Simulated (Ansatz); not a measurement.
Consider CuI in the zinc blende structure (space group F-43m, No. 216; a = 6.0228 Å).

Level of theory: Ansatz (a quantum-chemistry and plane-wave program) r2SCAN, no spin-orbit coupling.

Before the change:

| Property | Result |
|---|---|
| Valley order | Γ 1.67 eV; L along ⟨111⟩ 2.57 eV; X along ⟨100⟩ 2.90 eV |

One thing is altered: an isotropic linear strain of +1.50 %, atoms relaxed at fixed cell.

Task: What happens to the energy relative to the base, mean gap deformation potential ΔEg/Δln V and valley order?

Result: The energy grows by 7.1 meV/atom; the mean gap deformation potential ΔEg/Δln V is -2.8 eV; the valley order (the lowest conduction-band minima on the path, energy above the VBM, named in the base's zone) becomes Γ 1.54 eV; L along ⟨111⟩ 2.53 eV; X along ⟨100⟩ 2.99 eV (base: Γ 1.67 eV; L along ⟨111⟩ 2.57 eV; X along ⟨100⟩ 2.90 eV).

With I present, leaving out spin-orbit coupling can change the band edges. Stability against distortions was not tested. The final runs are not spin-polarised.
